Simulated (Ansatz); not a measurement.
The reference is HfO2 in the fluorite structure (space group Fm-3m, No. 225; a = 5.0585 Å). Axes: x, y, z lie along the cube axes.

All numbers come from r2SCAN (Ansatz, a program for electronic structure; PAW; 500 eV plane waves; no spin-orbit coupling).

It is then changed as follows: biaxial strain −1.84 %, plane normal [110], relaxed out of plane (Cartesian); in-plane vectors clamped, the third vector and the atoms free.

### Question
Predict the new energy relative to the base.

### Answer
The energy rises by 11 meV/atom.

### Question
Estimate the effect on the out-of-plane strain.

### Answer
The out-of-plane strain is +1.70 %.

### Question
What does the calculation give for the in-plane stress after the change?

### Answer
The mean in-plane stress (compression positive) is +8.8 GPa.

No phonon test of stability was made. This is not the structure that HfO2 has at room temperature and ambient pressure.
